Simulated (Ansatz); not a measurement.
```yaml
crystal:
  lattice:
    - [5.91434, 0.00079, 0.03229]
    - [-3.31222, 5.30048, -0.35783]
    - [-0.84498, -1.62959, 25.03171]
  atoms:
    - { symbol: Al, position: [0.43834, 0.37683, 0.08503] }
    - { symbol: Al, position: [0.43844, 0.88170, 0.08510] }
    - { symbol: Al, position: [0.94049, 0.36825, 0.05087] }
    - { symbol: Al, position: [0.92728, 0.86204, 0.05445] }
    - { symbol: N, position: [0.81976, 0.56643, 0.08607] }
    - { symbol: N, position: [0.81973, 0.07471, 0.08574] }
    - { symbol: N, position: [0.29412, 0.04427, 0.05145] }
    - { symbol: N, position: [0.31237, 0.55366, 0.05186] }
    - { symbol: Al, position: [0.49174, 0.69768, 0.19459] }
    - { symbol: Al, position: [0.49135, 0.19784, 0.19492] }
    - { symbol: Al, position: [0.97695, 0.67592, 0.15921] }
    - { symbol: Al, position: [0.97683, 0.17810, 0.15908] }
    - { symbol: N, position: [0.87360, 0.88890, 0.19463] }
    - { symbol: N, position: [0.87347, 0.38878, 0.19515] }
    - { symbol: N, position: [0.35685, 0.36630, 0.15878] }
    - { symbol: N, position: [0.35709, 0.86737, 0.15884] }
    - { symbol: Al, position: [0.54313, 0.01504, 0.30366] }
    - { symbol: Al, position: [0.54266, 0.51497, 0.30387] }
    - { symbol: Al, position: [0.02586, 0.99282, 0.26755] }
    - { symbol: Al, position: [0.02647, 0.49302, 0.26775] }
    - { symbol: N, position: [0.92470, 0.20581, 0.30391] }
    - { symbol: N, position: [0.92397, 0.70557, 0.30372] }
    - { symbol: N, position: [0.40784, 0.68365, 0.26754] }
    - { symbol: N, position: [0.40728, 0.18364, 0.26770] }
    - { symbol: Al, position: [0.59412, 0.33090, 0.41230] }
    - { symbol: Al, position: [0.59432, 0.83320, 0.41232] }
    - { symbol: Al, position: [0.07614, 0.30931, 0.37684] }
    - { symbol: Al, position: [0.07566, 0.80914, 0.37645] }
    - { symbol: N, position: [0.97454, 0.52278, 0.41256] }
    - { symbol: N, position: [0.97475, 0.02161, 0.41267] }
    - { symbol: N, position: [0.45759, 0.00002, 0.37629] }
    - { symbol: N, position: [0.45798, 0.50055, 0.37682] }
    - { symbol: Al, position: [0.64047, 0.64540, 0.51747] }
    - { symbol: Al, position: [0.65918, 0.15590, 0.52046] }
    - { symbol: Al, position: [0.12432, 0.62710, 0.48618] }
    - { symbol: Al, position: [0.12462, 0.12316, 0.48638] }
    - { symbol: N, position: [0.01083, 0.83097, 0.52008] }
    - { symbol: N, position: [0.02933, 0.34011, 0.51944] }
    - { symbol: N, position: [0.50521, 0.31134, 0.48556] }
    - { symbol: N, position: [0.50514, 0.82002, 0.48558] }
    - { symbol: In, position: [0.29058, 0.51250, 0.60717] }
    - { symbol: In, position: [0.04110, 0.87142, 0.61445] }
    - { symbol: In, position: [0.66311, 0.21605, 0.63435] }
    - { symbol: In, position: [0.45606, 0.94760, 0.73752] }
    - { symbol: In, position: [0.12674, 0.27415, 0.72169] }
    - { symbol: In, position: [0.79283, 0.64171, 0.72940] }
    - { symbol: In, position: [0.37307, 0.23390, 0.84484] }
    - { symbol: In, position: [0.04897, 0.55294, 0.83526] }
    - { symbol: In, position: [0.70853, 0.86562, 0.84491] }
    - { symbol: In, position: [0.47410, 0.60113, 0.96331] }
    - { symbol: In, position: [0.20485, 0.95177, 0.95565] }
    - { symbol: In, position: [0.82147, 0.27986, 0.93809] }
```

The first 40 atoms are the substrate (AlN-wz), the rest the film (In).

These are PBE (plane waves to 420 eV, PAW; Ansatz, a program for electronic structure) values and carry that method's errors. Spin–orbit coupling is left out; the runs are not spin-polarised; PBE gaps are too small against experiment. Its k-point mesh 5×5×1, Fermi–Dirac width 0.05 eV.

Describe the bonding at the interfaces and give the barriers.

A periodic stack without vacuum, tetragonal indium (1 0 1) on wurtzite AlN (1 0 0) (film strained to the substrate, started from cuts of the bulks and a machine-learned relaxation; slabs Al20N20 and In12, which can lie off the formulas): substrate slab Al20N20, film In12, surface cells [[1, 1], [-2, 0]] and [[-3, -1], [0, -1]], film strained by +0.5 and +4.8 %, outermost planes AlN/AlN and In/In as cut, which need not be the usual terminations and can put a slab off its formula.
- interface area: 31.4 Å²
- period: 24.88 Å
- heights between the nearest atoms of the two slabs at the two interfaces: 2.16 and 2.18 Å
- Al–In contacts across the interfaces within 1.22 times the sum of covalent radii: 6, mean 2.94 Å
- In–N contacts across the interfaces within 1.22 times the sum of covalent radii: 4, mean 2.41 Å
- hole barrier (PBE): 1.92 eV
- electron barrier (PBE): 2.11 eV
